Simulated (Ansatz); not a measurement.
The starting structures come from a database of crystals and need not be the phases stable at ambient conditions.

 Where the default PAW files enter, the runs use the earlier of Ansatz's two default sets.

Tunnelling through a barrier is set by its complex band structure: the current falls as exp(−2κd) with the smallest κ.

Given:

```
CELL_PARAMETERS angstrom
      6.11553     0.00000     0.00000
     -3.03748     5.39847     0.00000
     -3.04902    -1.74843     5.00462
ATOMIC_POSITIONS crystal
  Ba 0.99171 0.23907 0.24736
  Ba 0.00829 0.76093 0.75264
  Sr 0.50000 0.50000 0.00000
  W  0.50000 0.00000 0.50000
  O  0.49215 0.17683 0.23242
  O  0.50785 0.82317 0.76758
  O  0.05559 0.82317 0.31532
  O  0.94441 0.17683 0.68468
  O  0.57408 0.29322 0.71914
  O  0.42592 0.70678 0.28086
```

Space group of this cell: C2/m. The cell is taken as given; by PBEsol its mean pressure is -7.6 GPa.

Transport runs along the normal of the first two printed cell vectors.

The gap is the functional's own. No spin-orbit coupling. Mid-gap values are interpolated on the energy grid.

**Question.** State the band gap and the smallest decay constant κ at mid-gap according to PBEsol in Ansatz (an electronic-structure program).

**Answer.** Gap 2.72 eV on a 8×8×8 mesh; κ = 0.370 1/Å, at the zone centre.
